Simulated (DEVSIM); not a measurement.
System: Mo/La2O3/p-In0.53Ga0.47As capacitor, at 300 K.

```tsv
layer (left to right)	material	thickness (nm)	Na (cm⁻³)
1	La2O3	14.0	-
2	In0.53Ga0.47As	12000	2.3e15
```

Metal gate on the left, work function 4.6 eV. Fixed charge at the semiconductor interface 0 cm⁻² (in units of +e); interface traps 4.8e11 cm⁻² eV⁻¹, uniform in energy, neutral level at 0.5 of the gap above the valence band.

This is a model device: material constants are rounded textbook-type values typed into the input, and sizes, dopings and lifetimes were drawn at random. Values at 300 K; Nc and Nv go as T^1.5, mobilities as T to minus their exponent, the gap by Varshni's rule with the affinity fixed.

| parameter | La2O3 | In0.53Ga0.47As |
|---|---|---|
| gap (eV) | 5.8 | 0.74 |
| affinity (eV) | 1.8 | 4.51 |
| permittivity | 27 | 13.9 |
| Nc (cm⁻³) | - | 2.1e17 |
| Nv (cm⁻³) | - | 7.7e18 |
| Varshni α (eV/K) | - | 0.00035 |
| Varshni β (K) | - | 190 |

Simulated with DEVSIM: 1D Poisson equation in equilibrium, Boltzmann statistics, complete ionisation; no quantum confinement or tunnelling. Metal contacts follow the ideal Schottky-Mott rule: no Fermi-level pinning, no interface dipoles.

The temperature was swept, all else fixed.

```csv
temperature (K),flat-band voltage (V),minimum of the low-frequency capacitance (μF/cm²),threshold voltage (band bending 2φF) (V)
250,-0.51,0.0958,0.02
300,-0.45,0.0992,0.00
350,-0.39,0.105,-0.03
400,-0.33,0.114,-0.06
450,-0.27,0.130,-0.09
500,-0.21,0.161,-0.12
```

From the first row to the last the flat-band voltage goes from -0.51 to -0.21. From the first row to the last the minimum of the low-frequency capacitance goes from 0.0958 to 0.161.
